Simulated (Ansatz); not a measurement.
The starting structures come from a database of crystals and need not be the phases stable at ambient conditions.

 Where the default PAW files enter, the runs use the earlier of Ansatz's two default sets.

The decay constant κ of evanescent states in the gap governs leakage through a thin film.

Here is the system:

```yaml
crystal:
  lattice:
    - [5.37903, 0.00000, 0.00000]
    - [2.68951, 5.01153, 0.00000]
    - [2.68952, 1.44337, 4.42913]
  atoms:
    - { symbol: Zn, position: [0.36546, 0.90362, 0.36546] }
    - { symbol: Zn, position: [0.63454, 0.09638, 0.63454] }
    - { symbol: Sn, position: [0.14996, 0.55013, 0.14996] }
    - { symbol: Sn, position: [0.85004, 0.44987, 0.85004] }
    - { symbol: O, position: [0.75985, 0.74441, 0.04999] }
    - { symbol: O, position: [0.24015, 0.25559, 0.95001] }
    - { symbol: O, position: [0.44575, 0.74441, 0.75985] }
    - { symbol: O, position: [0.55425, 0.25559, 0.24015] }
    - { symbol: O, position: [0.04999, 0.74441, 0.44575] }
    - { symbol: O, position: [0.95001, 0.25559, 0.55425] }
```

Space group of this cell: R-3. The cell is taken as given; by PBEsol its mean pressure is -7.0 GPa.

Transport runs along the normal of the first two printed cell vectors, the (101) plane of the conventional cell.

The gap is the functional's own. No spin-orbit coupling. Mid-gap values are interpolated on the energy grid.

Problem. Give the band gap and the smallest decay constant κ at mid-gap that PBEsol (Ansatz, a program for electronic structure) yields.

Solution. Gap 1.20 eV on a 8×8×8 mesh; κ = 0.138 1/Å, at the zone centre.
